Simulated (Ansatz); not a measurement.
Defect: interstitial F in wurtzite ZnO, charge state -1. The step: one F atom jumps by itself; the atom moves 2.51 Å along (0.00, 0.76, 0.00) of the unit cell; the moving atom starts with neighbours O at 2.48, 2 O at 2.52; Zn at 1.96, 2 Zn at 2.26, 2 Zn at 2.43 Å and ends with O at 2.48, 2 O at 2.52; Zn at 1.96, 2 Zn at 2.26, 2 Zn at 2.43 Å. A PBE band in Ansatz (plane-wave PAW, one k-point at (0.125, 0.250, 0.250), 72 host sites, 22 SCF runs with any check of the saddle's order, static, no finite-size correction) gives a forward barrier of 0.53 eV. The saddle point's order was not checked, and it lies on a symmetry element of the cell, where a band can be held. The charge state is imposed; whether it is stable for some Fermi level was not computed. Sites that were not tried may lie lower. The start lies 0.12 eV above the lowest site run (PBE).

Single points at the band's start and saddle point can refine it. Rough cost of one point, in units of the band's mean SCF on the same machine:

```json
[
 {"Level": "PBE, a 2×2×2 k-point mesh shifted by half a step along c", "Cost of one point": "about 5"},
 {"Level": "r2SCAN at 500 eV, one k-point at (0.125, 0.250, 0.250)", "Cost of one point": "about 2"}
]
```

Q: Which of these move the barrier by more than 0.1 eV, and how far does each move it?

A: Not one does. PBE, a 2×2×2 k-point mesh shifted by half a step along c: 0.00 eV; r2SCAN at 500 eV, one k-point at (0.125, 0.250, 0.250): +0.01 eV. Each functional is compared with PBE at the same k-points.

Ansatz is an electronic-structure program.
